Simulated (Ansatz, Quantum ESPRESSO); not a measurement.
**One structure in several programs: Ag (Fm-3m, 1 atom in the cell)**

Self-consistent single point.

```
CELL_PARAMETERS angstrom
      0.00000     2.04500     2.04500
      2.04500     0.00000     2.04500
      2.04500     2.04500     0.00000
ATOMIC_POSITIONS crystal
  Ag 0.00000 0.00000 0.00000
```

Shared settings, as Ansatz (a quantum-chemistry and plane-wave program) writes them: kpoints.mp_grid.grid = 14 14 14; magnetization.spin_orbit = true; scf.occupations.method = gaussian; scf.occupations.width = 0.1 eV. Potentials and cutoffs stand in the table.

```
code                                                                                                       model  pressure (GPa)  cutoff
----------------  ----------------------------------------------------------------------------------------------  --------------  ------
Ansatz                                                           PBE with spin-orbit coupling, default PAW files            4.07  420 eV
Quantum ESPRESSO  PBE, spin-orbit coupling, PseudoDojo fully relativistic norm-conserving (PBE) pseudopotentials            4.29   85 Ry
```

The spread over the programs that give each value: pressure within 0.22 GPa.

Ansatz's pressure is given at a fixed set of plane waves, as the other plane-wave codes print theirs; with its correction for the finite basis it is 4.14 GPa.

The starting cell has typed, rounded lattice constants, without a prior relaxation at this level.

Left out of this page: ABINIT (failed or unconverged); Elk, FLEUR and SIESTA (not drawn, or without a comparable value).

Keys are those of Ansatz 0.2.
